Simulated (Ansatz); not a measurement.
The starting structures come from a database of crystals and need not be the phases stable at ambient conditions.

 Where the default PAW files enter, the runs use the earlier of Ansatz's two default sets.

The decay constant κ of evanescent states in the gap governs leakage through a thin film.

Here is the system:

```yaml
crystal:
  lattice:
    - [4.86603, 0.00000, 0.00000]
    - [-2.43302, 5.62234, 0.00000]
    - [2.43302, 1.05286, 4.08046]
  atoms:
    - { symbol: Ca, position: [0.00000, 0.00000, 0.00000] }
    - { symbol: Zn, position: [0.00000, 0.50000, 0.50000] }
    - { symbol: C, position: [0.48508, 0.72762, 0.75746] }
    - { symbol: C, position: [0.51492, 0.27238, 0.24254] }
    - { symbol: O, position: [0.23765, 0.73239, 0.72644] }
    - { symbol: O, position: [0.76235, 0.26761, 0.27356] }
    - { symbol: O, position: [0.45883, 0.73239, 0.03591] }
    - { symbol: O, position: [0.54117, 0.26761, 0.96409] }
    - { symbol: O, position: [0.76830, 0.73239, 0.50526] }
    - { symbol: O, position: [0.23170, 0.26761, 0.49474] }
```

Space group of this cell: R-3. The cell is taken as given; by r2SCAN its mean pressure is -5.6 GPa.

Transport runs along the normal of the first two printed cell vectors, the (101) plane of the conventional cell.

The gap is the functional's own. No spin-orbit coupling. Mid-gap values are interpolated on the energy grid.

Task: Give the band gap and the smallest decay constant κ at mid-gap that r2SCAN in Ansatz (a program for electronic structure) yields.

Result: Gap 4.64 eV on a 8×8×8 mesh; κ = 0.461 1/Å, at the zone centre.
